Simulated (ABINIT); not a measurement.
Short convergence ladders for MgB2 (P6mm, 3 atoms in the cell)

```
MgB2
1.0
    1.55272    -2.68940     0.00000
    1.55272     2.68940     0.00000
    0.00000     0.00000     3.53760
Mg B
1 2
Cartesian
  0.00000   0.00000   0.05000
  1.55272   0.89647   1.76880
  1.55272  -0.89647   1.76880
```

Base method: PBEsol, norm-conserving pseudopotentials (PseudoDojo nc-sr-04 PBEsol standard) (plane waves; ABINIT).

Base settings: pseudos = [Mg.upf, B.upf]; ecut = 42 Ha; ixc = -116133; occopt = 3; tsmear = 0.1 eV; ngkpt = 4 4 3; nshiftk = 1; shiftk = 0 0 0; potentials = PseudoDojo nc-sr-04 PBEsol standard; nband = 13.

The count of work is k-points × plane waves × bands × iterations; it is no time. 

**The cutoff for other potential files**

Level: DFT, PBEsol, plane waves, PAW (JTH v2.0 PBE PAW, files made for PBE).

In this ladder: pseudos = [Mg.GGA_PBE-JTH.xml, B.GGA_PBE-JTH.xml]; potentials = JTH v2.0 PBE PAW; pawxcdev = 0. Moved along: pawecutdg.

The second cell is the first with its lattice scaled by 0.98.

The mesh stays at the base's, so the ladder's end is converged at best in this setting alone.

Only quantities that move along the ladder and can be compared are tabulated.

```csv
ecut,free energy less the last step's (meV/atom),energy of the compressed cell less the first (meV/atom),pressure (GPa),count of work / last
9 Ha,144.28,-1.67,-19.06,0.12
11 Ha,38.69,-3.21,-6.55,0.15
14 Ha,27.50,-3.32,-5.88,0.23
17 Ha,12.82,-3.27,-6.11,0.31
20 Ha,4.51,-3.51,-5.66,0.35
24 Ha,2.20,-3.58,-5.43,0.46
30 Ha,0.83,-3.56,-5.44,0.65
40 Ha,0.00,-3.57,-5.39,1.0
```

Coarsest ecut that holds the energy of the compressed cell less the first within 0.2 meV/atom of the last step, with all finer ones: 20 Ha, at 0.35 of the last step's count of work; the step before is off by 0.30 meV/atom.

Coarsest ecut that holds the pressure within 0.2 GPa of the last step, with all finer ones: 24 Ha; the step before is off by 0.26 GPa.

Coarsest ecut that holds the free energy within 5 meV/atom of the last step, with all finer ones: 20 Ha, at 0.35 of the last step's count of work; the step before is off by 13 meV/atom.

The energy difference between the two cells stays within 1 meV/atom of the last step's from 11 Ha on, the total only from 30 Ha on: much of the error is common to both cells and cancels.

At the lowest cutoff the pressure lies 13.7 GPa under the last step's, the usual sign of Pulay stress in an incomplete plane-wave basis.

**The setting fft**

The mesh stays at the base's, so the ladder's end is converged at best in this setting alone.

Only quantities that move along the ladder and can be compared are tabulated.

```tsv
boxcutmin	free energy less the last step's (meV/atom)	pressure (GPa)	largest difference of a force vector from the last step's (eV/Å)
1.2	-9.54	-4.23	0.139
1.5	-0.06	-5.22	0.005
1.8	0.01	-5.23	0.001
2.5	0.00	-5.23	0.000
```

Coarsest boxcutmin that holds the free energy within 2 meV/atom of the last step, with all finer ones: 1.5; the step before is off by 9.5 meV/atom.

Coarsest boxcutmin that holds the forces within 0.02 eV/Å of the last step, with all finer ones: 1.5; the step before is off by 0.14 eV/Å.

Coarsest boxcutmin that holds the pressure within 0.2 GPa of the last step, with all finer ones: 1.5; the step before is off by 0.99 GPa.

On the base run: the starting cell has typed, rounded lattice constants, without a prior relaxation at this level. Its lattice was rescaled by up to half a per cent. One atom was moved a little off its site on purpose. In the base run, with a pressure of about -5 GPa the cell is away from its equilibrium volume at this level. Without a gap this mesh is coarse (it stands for a supercell whose shortest vector is 11 Å).
